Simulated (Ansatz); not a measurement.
Levels about the gap of amorphous Hf$_{18}$O$_{37}$H$_{2}$ (57 atoms in a cell of 746 Å³, 8.47 g/cm³; zone centre alone, so wide bands show as single levels with stretches between that a denser mesh fills), at the geometry that PBE relaxed, where it gives 0.0 GPa on a denser mesh. The participation number counts the atoms over which a state spreads; weights are charges in smoothed Voronoi cells. The levels come from a single point, so bond lengths are those of that geometry. Method of the levels: PBE, scalar-relativistic without spin-orbit coupling (Ansatz, a quantum-chemistry and plane-wave program). Sampling: the zone centre alone; Fermi-Dirac width 0.02 eV; no spin polarisation. At PBE the levels at the filled edge of the gap are localised (band-tail or defect states), and the nearest spread-out levels lie 4.2 eV apart at the zone centre.

A CHGNet melt-quench gave the starting glass, which DFT then relaxed. O atoms were pushed apart under 1.9 Å during the dynamics, to hinder bonds among them. The hot cell started wider than the set density and was brought back towards it in steps. It is the lowest in DFT energy of 2 quenches. It is a model cell: composition and starting density were chosen by hand, and all elements were melted together. No dispersion term was used. Its density started from a set value of 8.75 and ended at 8.47 g/cm³. The simulated quench (nominally 630 K/ps over its main leg) is rapid and tends to freeze in more defects than a deposited or slowly cooled glass has. Values belong to this one cell and scatter from quench to quench. The volume was free in the relaxation, at fixed shape. Stress components on the final sampling reach 1.4 GPa.

| E - E(highest filled), eV | filling | participation number | largest on | weight O | weight Hf | weight H |
|---|---|---|---|---|---|---|
| -0.40 | filled | 10.9 | O, 3 neighbours | 0.95 | 0.05 | 0.00 |
| -0.38 | filled | 9.9 | O, 2 neighbours | 0.92 | 0.07 | 0.01 |
| -0.34 | filled | 18.0 | O, 3 neighbours | 0.93 | 0.06 | 0.01 |
| -0.26 | filled | 12.4 | O, 2 neighbours | 0.93 | 0.06 | 0.00 |
| -0.19 | filled | 8.2 | O, 2 neighbours | 0.94 | 0.05 | 0.01 |
| -0.14 | filled | 4.1 | O, 2 neighbours | 0.94 | 0.05 | 0.01 |
| 0.00 | filled | 5.6 | O, 3 neighbours | 0.93 | 0.06 | 0.01 |
| 3.90 | empty | 12.5 | Hf, 7 neighbours | 0.39 | 0.61 | 0.00 |
| 4.10 | empty | 36.2 | Hf, 6 neighbours | 0.50 | 0.49 | 0.01 |
| 4.16 | empty | 19.4 | Hf, 6 neighbours | 0.38 | 0.61 | 0.01 |
| 4.36 | empty | 23.1 | Hf, 6 neighbours | 0.39 | 0.61 | 0.00 |
| 4.46 | empty | 23.6 | Hf, 7 neighbours | 0.38 | 0.61 | 0.00 |
| 4.57 | empty | 31.7 | Hf, 6 neighbours | 0.43 | 0.56 | 0.00 |
| 4.65 | empty | 24.8 | Hf, 6 neighbours | 0.39 | 0.60 | 0.01 |

Most localised among these is the filled level at -0.14 eV, on a O atom, which has 2 neighbours (Hf 1.96 Å, Hf 2.08 Å).
